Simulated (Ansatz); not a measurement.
Migration barriers: Cu-vacancy pair in bcc W, neutral cell

System: Cu-vacancy pair (Cu on one host W site, one W site vacant) in bcc W (neutral cell). Level of theory: PBE, PAW (plane waves to 420 eV; Ansatz, a program for electronic structure).

Cell of 36 host sites held at the relaxed PBE lattice; a 2×2×3 k-point mesh shifted by half a step; Fermi-Dirac width 0.10 eV, spin-restricted; finite-size errors left in. Static, classical nuclei. Spin-orbit coupling is left out. Forms of the defect that were not tried may lie lower.

Barriers: single points on a 3×3×5 k-point mesh shifted by half a step at the bands' geometries.

```json
[
 {"Route": "direct exchange of Cu with the vacancy (Cu-vacancy distance between ideal sites 2.76 Å throughout)", "Start site over the lowest site run (eV)": "0.00", "Hop (Å)": "2.40", "Forward barrier (eV)": "0.44", "Backward barrier (eV)": "0.44", "Neighbours at the start": "2 W at 2.71, W at 2.75, W at 2.79, 2 W at 2.80, W at 2.93, 2 W at 3.04, W at 3.06, 2 W at 3.26, W at 3.31 Å", "Neighbours at the saddle": "4 W at 2.65, 2 W at 2.68, 6 W at 3.41 Å", "Saddle order": "not checked, on a symmetry element", "Forward, on the band's own sampling (eV)": "0.47"}
]
```

Paths come from climbing-image nudged elastic band runs.  A band can be held on a symmetry element, so unchecked saddle points there may be too high.

The whole set of runs took roughly 1.1 core-hours.
